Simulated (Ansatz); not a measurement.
The starting structures come from a database of crystals and need not be the phases stable at ambient conditions.

 Where the default PAW files enter, the runs use the earlier of Ansatz's two default sets.

The decay constant κ of evanescent states in the gap governs leakage through a thin film.

Here is the system:

```
CELL_PARAMETERS angstrom
      4.20360     0.00000     0.00000
      0.00000     4.20360     0.00000
      2.10180    -2.10180     3.06157
ATOMIC_POSITIONS crystal
  Mg 0.00000 0.00000 0.00000
  Te 0.50000 0.50000 0.00000
```

Space group of this cell: I4/mmm. The cell is strained (lengths along the current scaled by 1.03, ions clamped); by PBEsol its mean pressure is -2.1 GPa.

Transport runs along the normal of the first two printed cell vectors, the (001) (indices of the unstrained crystal) plane of the conventional cell.

The gap is the functional's own, uncorrected, and κ follows it; spin-orbit coupling is left out. Mid-gap values are interpolated between the computed energies.

Compute, with Ansatz (a first-principles code) with PBEsol, the band gap and the smallest decay constant κ at mid-gap.

Gap 0.28 eV on a 10×10×10 mesh; κ = 0.062 1/Å, at the zone centre.
